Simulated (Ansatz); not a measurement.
Rutile MgH₂, treated with rVV10 (plane waves, PAW; Ansatz, an electronic-structure program).

Settings: plane-wave cutoff 520 eV, 8×8×12 k mesh (along the axes of the cell as run), Fermi–Dirac smearing 0.01 eV, scalar-relativistic PAW data made under PBE.

Energies at three volumes about the minimum:

```json
[
 {"V (Å³/atom)": "9.933", "E − E_lowest (meV/atom)": "0.66"},
 {"V (Å³/atom)": "10.136", "E − E_lowest (meV/atom)": "0.00"},
 {"V (Å³/atom)": "10.338", "E − E_lowest (meV/atom)": "0.62"}
]
```

Q: Fit a parabola by hand: where is the minimum, and what is the bulk modulus?

A: Slopes: (0.00 − 0.66)/(10.136 − 9.933) = -3.251 and (0.62 − 0.00)/(10.338 − 10.136) = 3.069 meV/Å³. Curvature E″ = 2 × (3.069 − (-3.251))/(10.338 − 9.933) = 31.210 meV/Å⁶. From the middle of the first interval, the slope vanishes at V0 = 10.0345 − (-3.251)/31.210 = 10.139 Å³/atom. B = V0 E″ = 10.139 × 31.210 meV/Å³ × 0.1602 GPa per meV/Å³ = 50.7 GPa. The full Birch–Murnaghan fit to all volumes gives V0 = 10.135 Å³/atom and B0 = 50.5 GPa.

Shape and atoms are relaxed at each volume.

Measured, for comparison: bulk modulus 49 ± 2 GPa (room temperature, no zero-point or thermal correction, measured on MgD2; as tabulated in abstract on rutile-type MgD2 by neutron diffraction to 9.3 GPa, listed at scite); equilibrium volume per atom 10.27 Å³/atom (temperature not stated, no zero-point or thermal correction; as tabulated in Ellinger et al., J. Am. Chem. Soc. 77, 2647 (1955) (COD 4124639)). Computed (rounded) less measured: bulk modulus +3 % (inside the measured uncertainty), equilibrium volume per atom -1.3 %. A static lattice is as a rule a little smaller and stiffer than an uncorrected measurement, which narrows the difference in the bulk modulus, equilibrium volume per atom and would widen misses of the other sign.

Note: the bulk modulus comes from volumes at which shape and atoms were relaxed.
